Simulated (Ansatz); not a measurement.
Results of LDA in Ansatz (PAW) for Al2O3 (Cmc2₁, No. 36, 10 atoms in the cell; start mp-754401; a measured phase of this formula has another space group).

Run with plane-wave cutoff 520 eV, 8×8×8 k mesh, Fermi–Dirac smearing 0.01 eV, scalar-relativistic PAW data made under PBE.

Cell (relaxed at this level):

```
CELL_PARAMETERS angstrom
      4.81779    -2.73398     0.00000
      4.81779     2.73398     0.00000
      0.00000     0.00000     4.88978
ATOMIC_POSITIONS crystal
  Al 0.99361 0.67100 0.43105
  Al 0.00639 0.32900 0.93105
  Al 0.32900 0.00639 0.43105
  Al 0.67100 0.99361 0.93105
  O  0.78075 0.21925 0.99226
  O  0.21925 0.78075 0.49226
  O  0.89847 0.65935 0.08668
  O  0.10153 0.34065 0.58668
  O  0.34065 0.10153 0.08668
  O  0.65935 0.89847 0.58668
```

Problem. Estimate the band gap that the calculation returns.

Solution. 
band gap: 4.28 eV (direct)

Static lattice: no zero-point or thermal effects.

A start named mp-… is a Materials Project structure, which need not be a measured phase.

Ansatz is a first-principles code.
